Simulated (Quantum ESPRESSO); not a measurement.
**Several settings converged on WSe2 (P3m1, 6 atoms in the cell)**

```yaml
crystal:
  lattice:
    - [1.64820, -2.85477, 0.00000]
    - [1.64820, 2.85477, 0.00000]
    - [0.00000, 0.00000, 13.02480]
  atoms:
    - { symbol: W, position: [0.33333, 0.66667, 0.25384] }
    - { symbol: W, position: [0.66667, 0.33333, 0.75000] }
    - { symbol: Se, position: [0.33333, 0.66667, 0.87900] }
    - { symbol: Se, position: [0.66667, 0.33333, 0.37900] }
    - { symbol: Se, position: [0.66667, 0.33333, 0.12100] }
    - { symbol: Se, position: [0.33333, 0.66667, 0.62100] }
```

Base method: PBEsol, GBRV 1.5 ultrasoft (PBESOL) pseudopotentials (plane waves; Quantum ESPRESSO).

Base settings: ecutwfc = 40 Ry; ecutrho = 320 Ry; occupations = smearing; smearing = fd; degauss = 0.0036749 Ry; potentials = {W: w_pbesol_v1.2.uspp.F.UPF, Se: se_pbesol_v1.uspp.F.UPF}; K_POINTS = automatic 3 3 1 0 0 0; conv_thr = 1e-09 Ry.

The count of work is k-points × plane waves × bands × iterations; it is no time. 

**The plane-wave cutoff**

Moved along: ecutrho.

The second cell is the first with its lattice scaled by 0.98.

The mesh stays at the base's, so the ladder's end is converged at best in this setting alone.

Only quantities that move along the ladder and can be compared are tabulated; the gap is left out on so coarse a mesh.

```csv
ecutwfc,free energy less the last step's (meV/atom),energy of the compressed cell less the first (meV/atom),pressure (GPa),largest difference of a force vector from the last step's (eV/Å),count of work / last
14 Ry,5361.13,172.01,-141.31,0.193,0.061
18 Ry,1186.78,52.09,-47.75,0.053,0.083
22 Ry,232.91,7.59,-12.60,0.045,0.11
40 Ry,30.06,18.11,-2.93,0.006,0.29
96 Ry,0.00,18.47,-1.98,0.000,1.0
```

Coarsest ecutwfc that holds the pressure within 0.5 GPa: not settled: the last two steps still differ by 0.95 GPa, over half the tolerance, so the ladder does not show it.

Coarsest ecutwfc that holds the free energy within 5 meV/atom: not settled: the last two steps still differ by 30 meV/atom, over half the tolerance, so the ladder does not show it.

Coarsest ecutwfc that holds the energy of the compressed cell less the first within 2 meV/atom of the last step, with all finer ones: 40 Ry, at 0.29 of the last step's count of work; the step before is off by 11 meV/atom.

At the lowest cutoff the pressure lies 139 GPa under the last step's, the usual sign of Pulay stress in an incomplete plane-wave basis.

**The cutoff for other potential files**

Level: DFT, PBEsol, plane waves, SSSP 1.1.2 precision (PBE) pseudopotentials.

In this ladder: pseudopotentials = {W: W_pbe_v1.2.uspp.F.UPF, Se: Se_pbe_v1.uspp.F.UPF}; input_dft = pbesol. Moved along: ecutrho.

The mesh stays at the base's, so the ladder's end is converged at best in this setting alone.

Only quantities that move along the ladder and can be compared are tabulated; the gap is left out on so coarse a mesh.

```csv
ecutwfc,free energy less the last step's (meV/atom),pressure (GPa),largest difference of a force vector from the last step's (eV/Å),count of work / last
22 Ry,229.62,-12.23,0.046,0.11
35 Ry,56.17,-2.66,0.013,0.21
50 Ry,5.65,-1.92,0.001,0.38
100 Ry,0.00,-1.76,0.000,1.0
```

Coarsest ecutwfc that holds the free energy within 5 meV/atom: not settled: the last two steps still differ by 5.6 meV/atom, over half the tolerance, so the ladder does not show it.

Coarsest ecutwfc that holds the pressure within 0.5 GPa of the last step, with all finer ones: 50 Ry, at 0.38 of the last step's count of work; the step before is off by 0.90 GPa.

Coarsest ecutwfc that holds the forces within 0.02 eV/Å of the last step, with all finer ones: 35 Ry, at 0.21 of the last step's count of work; the step before is off by 0.046 eV/Å.

At the lowest cutoff the pressure lies 10.5 GPa under the last step's, the usual sign of Pulay stress in an incomplete plane-wave basis.

**The density cutoff**

The second cell is the first with its lattice scaled by 0.98.

The mesh stays at the base's, so the ladder's end is converged at best in this setting alone.

Only quantities that move along the ladder and can be compared are tabulated; the gap is left out on so coarse a mesh.

```csv
ecutrho,free energy less the last step's (meV/atom),energy of the compressed cell less the first (meV/atom),pressure (GPa),largest difference of a force vector from the last step's (eV/Å)
80 Ry,-13.27,20.27,-1.52,0.064
160 Ry,0.10,18.12,-2.93,0.001
320 Ry,0.00,18.11,-2.93,0.000
640 Ry,0.00,18.11,-2.93,0.000
```

Coarsest ecutrho that holds the forces within 0.02 eV/Å of the last step, with all finer ones: 160 Ry; the step before is off by 0.064 eV/Å.

Coarsest ecutrho that holds the pressure within 0.05 GPa of the last step, with all finer ones: 160 Ry; the step before is off by 1.4 GPa.

Coarsest ecutrho that holds the free energy within 0.5 meV/atom of the last step, with all finer ones: 160 Ry; the step before is off by 13 meV/atom.

On the base run: the starting cell has typed, rounded lattice constants, without a prior relaxation at this level. Its lattice was rescaled by up to half a per cent. One atom was moved a little off its site on purpose. In the base run, forces exceed 1 eV/Å.
